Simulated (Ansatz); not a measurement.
Input:

```
CELL_PARAMETERS angstrom
      5.77332    -1.57195     0.00000
      5.77332     1.57195     0.00000
     -1.92385     0.00000     7.19824
ATOMIC_POSITIONS crystal
  Al 0.10940 0.10940 0.22304
  Ga 0.77629 0.77629 0.55601
  Al 0.44529 0.44529 0.88933
  Ga 0.38989 0.38989 0.27734
  Al 0.05436 0.05436 0.61299
  Ga 0.72109 0.72109 0.94479
  N  0.90635 0.90635 0.43334
  N  0.56699 0.56699 0.75874
  N  0.23403 0.23403 0.10066
  N  0.51769 0.51769 0.14802
  N  0.17588 0.17588 0.48342
  N  0.85236 0.85236 0.82271
```

No spin polarisation.

All numbers come from r2SCAN (Ansatz, an electronic-structure program; PAW; 500 eV plane waves; no SOC). Γ-centred 11×11×5 mesh, Fermi–Dirac width 0.05 eV.

**Question.** Predict the gap character and valence-band top at Γ.

**Answer.** 
- Gap character (in this cell's own zone, which can be folded) = direct at Γ
- Valence-band top at Γ (three highest levels, from the VBM) = 0.00, -0.01, -0.07 eV

These are small ordered cells, not random alloys; other orderings at the same x differ. No phonon test of stability was made. The cell was made from GaN by this change: x(Al) = 0.5, 12 atoms, Cm.
